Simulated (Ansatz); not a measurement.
**Effect of uniaxial strain ε_xx = −1.43 % on Ag**

Start from Ag in the fcc (Cu type) structure (space group Fm-3m, No. 225; a = 4.105 Å; relaxed with 0.1 eV smearing). Axes: x, y, z lie along the cube axes.

One thing is altered: the cell is compressed by 1.43 % along x with no lateral relaxation, atoms relaxed at fixed cell.

Computed with r2SCAN in Ansatz (plane waves to 500 eV, PAW, no SOC), earlier PAW set. k-mesh 28×28×28 (Γ-centred); smearing 0.1 eV (Fermi–Dirac).

```json
[
 {"quantity": "volume per atom", "base": "17.29 Å³", "changed": "17.04 Å³", "shift": "-0.25 Å³"},
 {"quantity": "space group", "base": "Fm-3m (No. 225)", "changed": "I4/mmm (No. 139)", "shift": "–"},
 {"quantity": "shortest interatomic distance", "base": "2.902 Å", "changed": "2.882 Å", "shift": "-0.0207 Å"},
 {"quantity": "energy relative to the base (free energy F)", "base": "0 meV/atom", "changed": "+1.4 meV/atom", "shift": "+1.4 meV/atom"},
 {"quantity": "band gap", "base": "zero", "changed": "zero", "shift": "–"},
 {"quantity": "stress (xx, yy, zz, yz, xz, xy; compression positive)", "base": "–", "changed": "(1.9, 1.4, 1.4, 0.0, 0.0, 0.0) GPa", "shift": "–"}
]
```

Final structure:

```
CELL_PARAMETERS angstrom
      0.00000     2.05231     2.05231
      2.02296     0.00000     2.05231
      2.02296     2.05231     0.00000
ATOMIC_POSITIONS crystal
  Ag 0.00000 0.00000 0.00000
```

Cost of the whole job for the changed cell (relaxation, final SCF and bands): around 40 core-seconds (rough).

Whether these cells are dynamically stable was not tested.

Ansatz is a first-principles code.
